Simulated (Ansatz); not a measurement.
A periodic model of amorphous Si₂₄O₅₀Ge:

```xyz
75
Lattice="10.5089 0.0000 0.0000 0.0000 10.5089 0.0000 0.0000 0.0000 10.5089" Properties=species:S:1:pos:R:3 pbc="T T T"
Si     9.2483     0.1907     8.6822
Si     1.1070     1.2809     7.3964
Si     9.3049     7.8696     9.6999
Si     6.6504     1.9999     5.2066
Si     2.6574     2.8801     2.0603
Si     9.4364     6.8340     2.1588
Si     4.4715     9.7133    10.4216
Si     8.6229     2.9126     9.8421
Si     6.1933     4.2086     9.4177
Si     5.2087     3.6990     3.3631
Si     1.4454     5.3864     3.3511
Si     7.4157     4.5753     1.5077
Si     1.6086     0.2180     2.8173
Si     1.6312     4.2705     6.3361
Si     5.2419     8.6345     2.7011
Si     9.8846     5.2474     7.9990
Si     2.2817     1.0538    10.4295
Si     9.9833     9.1512     4.2246
Si     7.2729    10.3856     4.3771
Si     2.1306     9.5143     5.5283
Si     4.1399     6.6273     3.3430
Si     4.4361     5.1295     7.3064
Si     6.7859     9.1364     8.7317
Si     4.0884     8.2053     7.8007
O      5.7401     5.2773     6.2820
O      9.9415     9.3326     9.2878
O      1.2006     2.7633     6.7526
O      3.8393     0.6741    10.1728
O      5.3156     2.7809     4.7011
O      0.8938     5.2292     7.4185
O      6.1844     4.7876     0.4265
O      6.7256     3.9031     2.8137
O      8.5728     3.6141     0.8275
O      3.6831     8.7235     9.3330
O      9.1924     1.3829     9.8292
O      1.5645     1.1019     8.9688
O      5.1108     7.0796     2.0474
O      1.9714     0.3842     6.3710
O      3.1477     8.6683     6.5217
O      8.9261     5.3235     6.6236
O      0.0836     5.7928     2.5921
O      5.6751     8.6412     7.6321
O      4.2782     2.9144     2.2780
O      4.5443     8.0541     4.1138
O      1.9459     1.8008     3.0635
O      2.4969     6.6516     3.3774
O      6.5613     9.4753     3.1968
O      4.5606     5.1329     3.7877
O      0.0767    10.2878     3.1980
O      4.7699     4.1616     8.6181
O      4.4320     9.4779     1.5470
O      1.7502     0.0410     1.1548
O      2.1072     4.3455     2.3286
O      8.0547     5.9873     1.9944
O      9.6648     7.6394     0.7641
O      7.7119     7.9255     9.3270
O      7.7636    10.2943     8.1373
O     10.0661     0.7681     7.3974
O      6.2864     0.4172     5.6218
O      3.2404     4.4335     6.4706
O      6.0402     9.7517    10.0408
O      2.5411     9.9228     3.9543
O      9.8977     6.5947     8.8978
O      3.9791     6.5853     7.8404
O      9.5479     3.8681     8.8565
O      1.2003     4.7076     4.8162
O      2.2602     2.5641     0.5154
O      7.1473     5.1939     8.5224
O      8.6265     9.6930     4.9527
O      7.0312     2.7917     9.3867
O      0.6494     8.7736     5.3252
O      9.4052     7.8935     3.3797
O      7.4077     2.9465     6.3136
O      7.6044     1.4550     3.9369
Ge     7.3079     4.6568     6.8218
```

All values below come from PBE, scalar-relativistic without spin-orbit coupling (plane waves to 420 eV, PAW; Ansatz, a program for electronic structure).

Preparation: random packing, a CHGNet melt and quench, and a DFT relaxation. O atoms were pushed apart under 1.9 Å during the dynamics, to hinder bonds among them. The hot cell started wider than the set density and was brought back towards it in steps. It is the lowest in DFT energy of 2 quenches. It is a model cell: composition and starting density were chosen by hand, and all elements were melted together. No dispersion term was used. Its density started from a set value of 2.27 and ended at 2.21 g/cm³. The simulated quench (nominally 480 K/ps over its main leg) is rapid and tends to freeze in more defects than a deposited or slowly cooled glass has. One small periodic cell is one sample of the glass; other quenches scatter about these values. The volume was free in the relaxation, at fixed shape. Stress components on the final sampling reach 2.3 GPa.

Cut-offs for bonds: Si-Si 2.60 Å, Si-O 1.90 Å, Si-Ge 2.70 Å, O-O 1.58 Å, O-Ge 2.23 Å, Ge-Ge 2.81 Å. Two cations that share two anions don't count as bonded, nor two that share one unless they lie closer than Si-Si 2.38 Å, Si-Ge 2.47 Å, Ge-Ge 2.57 Å.

Task: Give the coordination numbers, mean bond lengths and angles.

Result: 
* **Mean coordination of Si by anions**: 4.00 (24 with 4)
* **Mean coordination of O**: 2.00 (50 with 2)
* **Mean coordination of Ge by anions**: 4.00 (1 with 4)
* **Mean Si-O bond**: 1.641 Å (spread 0.021 Å, 96 counted)
* **Mean O-Ge bond**: 1.777 Å (spread 0.012 Å, 4 counted)
* **Bond angle at Si**: mean 109.4°, spread 6.4°
* **Bond angle at O**: mean 133.0°, spread 18.4°
* **Bond angle at Ge**: mean 109.7°, spread 13.4°

Task: List the pairs of like atoms that count as bonded by the rules above.

Result: There are none by these rules.

Task: What Bader charges do the atoms carry, from a run on the zone centre alone?

Result: Means (range): Si +3.27 e (+3.24 to +3.30), O -1.62 e (-1.65 to -1.39), Ge +2.39 e (+2.39 to +2.39).
| atom | charge (e) |
|---|---|
| Si1 | +3.27 |
| Si2 | +3.30 |
| Si3 | +3.29 |
| Si4 | +3.24 |
| Si5 | +3.28 |
| Si6 | +3.30 |
| Si7 | +3.27 |
| Si8 | +3.27 |
| Si9 | +3.26 |
| Si10 | +3.29 |
| Si11 | +3.30 |
| Si12 | +3.28 |
| Si13 | +3.26 |
| Si14 | +3.30 |
| Si15 | +3.24 |
| Si16 | +3.27 |
| Si17 | +3.27 |
| Si18 | +3.28 |
| Si19 | +3.24 |
| Si20 | +3.27 |
| Si21 | +3.24 |
| Si22 | +3.27 |
| Si23 | +3.28 |
| Si24 | +3.28 |
| O25 | -1.41 |
| O26 | -1.64 |
| O27 | -1.65 |
| O28 | -1.64 |
| O29 | -1.64 |
| O30 | -1.63 |
| O31 | -1.63 |
| O32 | -1.64 |
| O33 | -1.63 |
| O34 | -1.63 |
| O35 | -1.63 |
| O36 | -1.65 |
| O37 | -1.61 |
| O38 | -1.65 |
| O39 | -1.63 |
| O40 | -1.39 |
| O41 | -1.65 |
| O42 | -1.63 |
| O43 | -1.64 |
| O44 | -1.61 |
| O45 | -1.64 |
| O46 | -1.64 |
| O47 | -1.64 |
| O48 | -1.65 |
| O49 | -1.64 |
| O50 | -1.63 |
| O51 | -1.63 |
| O52 | -1.63 |
| O53 | -1.65 |
| O54 | -1.64 |
| O55 | -1.65 |
| O56 | -1.64 |
| O57 | -1.63 |
| O58 | -1.63 |
| O59 | -1.61 |
| O60 | -1.64 |
| O61 | -1.64 |
| O62 | -1.62 |
| O63 | -1.65 |
| O64 | -1.64 |
| O65 | -1.65 |
| O66 | -1.65 |
| O67 | -1.63 |
| O68 | -1.43 |
| O69 | -1.63 |
| O70 | -1.63 |
| O71 | -1.63 |
| O72 | -1.65 |
| O73 | -1.42 |
| O74 | -1.61 |
| Ge75 | +2.39 |
